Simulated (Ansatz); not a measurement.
The reference is Eu in the bcc (W type) structure (space group Im-3m, No. 229; a = 4.233 Å; ferromagnetic).

Level of theory: PBEsol, PAW, 420 eV (Ansatz, an electronic-structure program; spin-orbit coupling left out), earlier PAW set.

For the base:

```
Property                Value
-------------------  --------
Volume per atom      37.92 Å³
Largest site moment   6.96 μB
```

Modification: cell and atoms relaxed at a pressure of 0.7 GPa.

### Question
How does this affect the volume per atom and largest site moment?

### Answer
The volume per atom shrinks by 1.51 Å³, from 37.92 Å³ to 36.41 Å³; the largest site moment stays essentially unchanged (6.96 μB against 6.94 μB).

Other magnetic orders, which the real material may have, were not ruled out. The state of the 4f shell was not checked for lower solutions. Load acts through the strain it causes; cell and atoms are relaxed under it. No phonon test of stability was made.
